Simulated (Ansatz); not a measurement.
**CsPbBr3 under a change: pressure 75 GPa**

The parent structure is CsPbBr3 in the cubic perovskite structure (space group Pm-3m, No. 221; a = 5.872 Å).

Perturbation: a hydrostatic pressure of 75 GPa.

All numbers come from PBEsol (Ansatz, an electronic-structure program, PAW, spin-orbit coupling left out). Γ-centred 6×6×6 mesh, Fermi–Dirac width 0.05 eV.

* **Volume per atom**: 20.18 Å³ (base 40.50 Å³)
* **Density**: 9.54 g/cm³ (base 4.75 g/cm³)
* **Lattice parameter a**: 4.655 Å (base 5.872 Å)
* **Shortest interatomic distance**: 2.328 Å (base 2.936 Å)
* **Enthalpy H = E + PV relative to the base's energy**: +11.94 eV/atom
* **Band gap**: zero (base 1.43 eV)

Final structure:

```
CELL_PARAMETERS angstrom
      4.65531     0.00000     0.00000
      0.00000     4.65531     0.00000
      0.00000     0.00000     4.65531
ATOMIC_POSITIONS crystal
  Cs 0.00000 0.00000 0.00000
  Pb 0.50000 0.50000 0.50000
  Br 0.00000 0.50000 0.50000
  Br 0.50000 0.50000 0.00000
  Br 0.50000 0.00000 0.50000
```

A case with no gap was solved on a k-mesh chosen for an insulator, which is coarse for it. With Pb present, leaving out spin-orbit coupling can change the band edges. Load acts through the strain it causes; cell and atoms are relaxed under it. No phonon test of stability was made. Competing high-pressure phases were not computed. The final runs are not spin-polarised. Many cubic perovskites are stable only at high temperature; tilts and polar distortions were not tested. This is not the structure that CsPbBr3 has at room temperature and ambient pressure.
